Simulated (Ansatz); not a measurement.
The starting structures come from a database of crystals and need not be the phases stable at ambient conditions.

Consider the following.

```yaml
crystal:
  lattice:
    - [4.81270, 0.00000, 0.00000]
    - [0.86289, 4.96659, 0.00000]
    - [0.00000, 0.00000, 4.72572]
  atoms:
    - { symbol: Ti, position: [0.72256, 0.71315, 0.44719] }
    - { symbol: Ti, position: [0.27744, 0.28685, 0.55281] }
    - { symbol: Ti, position: [0.27744, 0.78685, 0.94719] }
    - { symbol: Ti, position: [0.72256, 0.21315, 0.05281] }
    - { symbol: O, position: [0.55464, 0.96677, 0.74237] }
    - { symbol: O, position: [0.44536, 0.03323, 0.25763] }
    - { symbol: O, position: [0.44536, 0.53323, 0.24237] }
    - { symbol: O, position: [0.55464, 0.46677, 0.75763] }
    - { symbol: O, position: [0.93616, 0.35156, 0.32303] }
    - { symbol: O, position: [0.06384, 0.64844, 0.67697] }
    - { symbol: O, position: [0.06384, 0.14844, 0.82303] }
    - { symbol: O, position: [0.93616, 0.85156, 0.17697] }
```

The cell is strained (lengths along the current scaled by 0.97, ions clamped); by r2SCAN it stands under a pressure of 7.2 GPa.

Transport runs along the normal of the first two printed cell vectors.

The gap is the functional's own, uncorrected, and κ follows it; spin-orbit coupling is left out. Mid-gap means the computed energy nearest the middle.

Question: Give the band gap and the smallest decay constant κ at mid-gap that r2SCAN (Ansatz, a quantum-chemistry and plane-wave program) yields.

Answer: Gap 2.77 eV on a 6×6×6 mesh; κ = 0.388 1/Å, at the zone centre.
